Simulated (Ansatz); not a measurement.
The cell is made up: elements placed on another compound's structure type, so the phase may be hypothetical.

The decay constant κ of evanescent states in the gap governs leakage through a thin film.

Input:

```xyz
6
Lattice="3.6452 0.0000 0.0000 0.0000 8.9287 0.0000 -1.8226 0.0000 3.1569" Properties=species:S:1:pos:R:3 pbc="T T T"
Mg    -0.6075     0.0000     1.0522
Mg     1.2151     5.9524     2.1046
Mg     1.2150     2.9762     0.0000
S      3.0377     4.4643     1.0523
S      1.2151     1.4881     2.1045
S      1.2151     7.4406     0.0000
```

Space group of this cell: Fm-3m, rock salt. The cell was relaxed by PBE-D3(BJ); by r2SCAN its mean pressure is 2.3 GPa.

Transport runs along the normal of the first two printed cell vectors.

The gap is the functional's own. No spin-orbit coupling. Mid-gap values are interpolated on the energy grid.

Q: Estimate the band gap and the smallest decay constant κ at mid-gap that r2SCAN in Ansatz (a first-principles code) returns for this system.

A: Gap 3.52 eV on a 10×4×10 mesh; κ = 0.251 1/Å, at the zone centre.
